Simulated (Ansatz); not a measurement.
## Response to strain in GaN

Consider GaN in the zinc blende structure (space group F-43m, No. 216; a = 4.498 Å). Axes: x, y, z lie along the cube axes.

Strains are applied to the cell and any free atomic positions relax; under biaxial strain the out-of-plane vector relaxes too.

Level of theory: plane-wave PAW DFT at the r2SCAN level (Ansatz, a first-principles code, 500 eV), without spin-orbit coupling.

Candidates:
(a) uniaxial strain ε_xx = −5.93 %
(b) uniaxial strain ε_yy = −4.17 %
(c) isotropic strain −2.10 %
(d) uniaxial strain ε_yy = −2.52 %
(e) biaxial strain −0.44 %, plane normal [110], relaxed out of plane

For the base:

The band gap is 2.17 eV.

Problem. Order them by band gap, highest first.

Solution. (c) isotropic strain −2.10 % (2.60 eV), (a) uniaxial strain ε_xx = −5.93 % (2.40 eV), (b) uniaxial strain ε_yy = −4.17 % (2.33 eV), (d) uniaxial strain ε_yy = −2.52 % (2.26 eV), (e) biaxial strain −0.44 %, plane normal [110], relaxed out of plane (2.19 eV)

Stability against distortions was not tested. This is not the structure that GaN has at room temperature and ambient pressure.
